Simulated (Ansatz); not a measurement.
How the bulk modulus B0 of SiGe (model structure, started from the CsCl type, Pm-3m, No. 221, 2 atoms in the cell) moves with the method

No measured value is used here.

```csv
level (code),value (GPa),cell (Å³/atom)
LDA (Ansatz),88.0,16.11
PBEsol (Ansatz),86.2,16.37
r²SCAN (Ansatz),77.7,16.66
```

LDA, PBEsol, r²SCAN: the bulk modulus is −V dP/dV from two relaxed cells at ±2 % in volume. Each level is taken at its own relaxed cell. Cutoffs differ between the levels. Ansatz's density-functional and Hartree–Fock values are scalar-relativistic unless marked +SOC, with PAW data made under PBE.

A model structure was made by putting elements into a prototype or built by hand; it is no filed structure, need not be a known phase, and can be a saddle point held by its symmetry.

Ansatz is a quantum-chemistry and plane-wave program.
